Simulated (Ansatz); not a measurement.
**PBE against r2SCAN: hypothetical Pn-3m Li2S, strain tensor (xx, yy, zz, yz, xz, xy) = (+0.30, +0.12, +1.55, +1.15, +0.28, +1.09) %**

Take Li2S (space group Pn-3m, No. 224; a = 5.2282 Å; a hypothetical phase, not in the database extracts checked) as the base. Axes: x, y, z lie along the cube axes.

(Cell as relaxed with PBE.)

Levels (all Ansatz, a quantum-chemistry and plane-wave program, PAW): PBE (420 eV, spin-orbit coupling left out); r2SCAN (500 eV, spin-orbit coupling left out).

Each level relaxes its own structure.

```
base                      PBE    r2SCAN
-------------------  --------  --------
volume per atom      23.82 Å³  23.75 Å³
lattice parameter a   5.228 Å   5.223 Å
band gap              2.91 eV   3.40 eV
```

It is then changed as follows: the symmetric strain tensor [0.0030 0.0109 0.0027; 0.0109 0.0012 0.0115; 0.0027 0.0115 0.0155]; the atoms relax in the strained cell.

```json
[
 {"quantity": "smallest direct gap", "PBE": "3.04 eV", "r2SCAN": "3.52 eV"},
 {"quantity": "valley order (the lowest conduction-band minima on the path, energy above the VBM, named in the base's zone)", "PBE": "Γ 2.84 eV; M along [110] 4.25 eV; M along [011] 4.27 eV; M along [101] 4.30 eV", "r2SCAN": "Γ 3.32 eV; M along [110] 4.73 eV; M along [011] 4.77 eV; M along [101] 4.79 eV"},
 {"quantity": "shift of the gap caused by the change", "PBE": "-0.08 eV", "r2SCAN": "-0.08 eV"}
]
```

PBE's smallest direct gap lies 0.473 eV below r2SCAN's; both order the valleys alike; the two agree on the shift of the gap caused by the change. Neither level is exact; r2SCAN is the comparison here, not a measurement.

Whether these cells are dynamically stable was not tested.
